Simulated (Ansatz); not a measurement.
Take CdS in the wurtzite structure (space group P6_3mc, No. 186; a = 4.196 Å, c = 6.830 Å) as the base. Axes: x lies along a and z along c of the hexagonal cell.

The values are results of Kohn–Sham DFT with the PBE functional, run in Ansatz (a first-principles code) with PAW and 420 eV plane waves, scalar-relativistic without spin-orbit coupling, not measurements.

Base values:

Pressure: 0.00 GPa
Band gap: 1.11 eV
Electron mass: 0.12 mₑ along c, 0.13 mₑ across (at Γ)
Width of the top valence band: 1.55 eV
Valence-band top at Γ: 0.00, 0.00, -0.04 eV

Now apply this change: compressive biaxial strain of 3.00 % in the plane normal to [001], as in epitaxy on a mismatched substrate; the out-of-plane cell vector and the atoms relax.

Task: How does this affect the pressure, band gap, electron mass, width of the top valence band and valence-band top at Γ?

Result: The pressure (mean of the normal stresses, compression positive) goes from zero to 1.89 GPa; the band gap drops by 0.06 eV, from 1.11 eV to 1.05 eV; the electron mass becomes 0.11 mₑ out of plane, 0.13 mₑ in plane (at Γ) (base: 0.12 mₑ along c, 0.13 mₑ across (at Γ)); the width of the top valence band grows by 0.173 eV to 1.73 eV; the valence-band top at Γ (three highest levels, from the VBM) becomes 0.00, 0.00, -0.27 eV (base: 0.00, 0.00, -0.04 eV).

Masses are band curvatures over ±0.01 Å⁻¹ around the edge. Whether these cells are dynamically stable was not tested.
